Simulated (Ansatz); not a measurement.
# CeRu2 (Fd-3m, No. 227)

Computed with r²SCAN in Ansatz (PAW).

Run with plane-wave cutoff 500 eV, 14×14×14 k mesh, Fermi–Dirac smearing 0.1 eV, no spin polarisation, scalar-relativistic PAW data made under PBE.

Cell (relaxed at this level):

CeRu₂ is modelled in the cubic space group Fd-3m, origin choice 1 (No. 227), the cubic Laves (MgCu2 type) structure, Pearson symbol cF24. Conventional cell: a = 7.525 Å, b = 7.525 Å, c = 7.525 Å, α = 90.00°, β = 90.00°, γ = 90.00°. Ce on 8b sees 12 Ru at 3.120 Å and 4 Ce at 3.259 Å. Ru on 16c sees 6 Ru at 2.661 Å and 6 Ce at 3.120 Å. (Neighbours: up to the widest gap in distance over summed covalent radii, below 1.35, at either atom.)
(The calculation used a cell of 6 atoms; values per cell refer to that cell.)

- volume per atom: 17.76 Å³/atom
- lattice parameter a: 7.525 Å

Note: the 4f shell is treated without U or exact exchange, so its levels and filling can be wrong.

Spin–orbit coupling is not included.

The computed numbers hold no vibrational or temperature effects.

The result took very roughly 8 core-minutes.

Ansatz is a quantum-chemistry and plane-wave program.
